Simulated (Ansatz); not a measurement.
# Convergence study of the k-point mesh at a smearing width of 0.3 eV for Ge2Mo (I4mm, 3 atoms in the cell)

```yaml
crystal:
  lattice:
    - [-1.66840, 1.66840, 4.11366]
    - [1.66840, -1.66840, 4.11366]
    - [1.66840, 1.66840, -4.11366]
  atoms:
    - { symbol: Ge, position: [0.66775, 0.66775, 0.00000] }
    - { symbol: Ge, position: [0.33833, 0.33833, 0.00000] }
    - { symbol: Mo, position: [0.00000, 0.00000, 0.00000] }
```

Method of the run: LDA (PW92), default PAW files made with PBE (plane waves; Ansatz, a quantum-chemistry and plane-wave program).

Base settings: basis.ecutwfc = 420 eV; kpoints.mp_grid.grid = 14 14 14; hamiltonian.xc = lda; hamiltonian.pseudopotentials = {kind: paw} (the program's default PAW files); scf.occupations.method = gaussian; scf.occupations.width = 0.1 eV.

In this ladder: scf.occupations.width = 0.3 eV.

Only quantities that move along the ladder and can be compared are tabulated.

The count of work is k-points × plane waves × bands × iterations; it is no time. 

The starting cell comes from a database of computed structures (which also holds hypothetical and non-ambient phases and stackings), without a prior relaxation at this level. Its lattice was rescaled by up to half a per cent. One atom was moved a little off its site on purpose. Spin polarisation is off. In the base run, with a pressure of about -9 GPa the cell is away from its equilibrium volume at this level. Ansatz's pressure includes its estimate of the finite-basis (Pulay) stress.

| kpoints.mp_grid.grid | free energy less the last step's (meV/atom) | pressure (GPa) | largest difference of a force vector from the last step's (eV/Å) | count of work / last |
|---|---|---|---|---|
| 5 5 5 | 4.53 | -8.49 | 0.021 | 0.0069 |
| 6 6 6 | -2.15 | -8.42 | 0.007 | 0.012 |
| 7 7 7 | 0.35 | -8.46 | 0.013 | 0.015 |
| 9 9 9 | -0.03 | -8.43 | 0.002 | 0.029 |
| 10 10 10 | 0.06 | -8.43 | 0.000 | 0.039 |
| 12 12 12 | 0.00 | -8.43 | 0.000 | 0.063 |
| 15 15 15 | -0.01 | -8.43 | 0.000 | 0.11 |
| 18 18 18 | 0.00 | -8.43 | 0.000 | 0.18 |
| 22 22 22 | 0.00 | -8.43 | 0.000 | 0.32 |
| 27 27 27 | 0.00 | -8.43 | 0.000 | 0.57 |
| 33 33 33 | 0.00 | -8.43 | 0.000 | 1.0 |

Coarsest kpoints.mp_grid.grid that holds the free energy within 0.5 meV/atom of the last step, with all finer ones: 7 7 7, at 0.015 of the last step's count of work; the step before is off by 2.2 meV/atom.

Coarsest kpoints.mp_grid.grid that holds the forces within 0.01 eV/Å of the last step, with all finer ones: 9 9 9, at 0.029 of the last step's count of work; the step before is off by 0.013 eV/Å.

Coarsest kpoints.mp_grid.grid that holds the pressure within 0.05 GPa of the last step, with all finer ones: 6 6 6, at 0.012 of the last step's count of work; the step before is off by 0.07 GPa.

Keys are those of Ansatz 0.2.
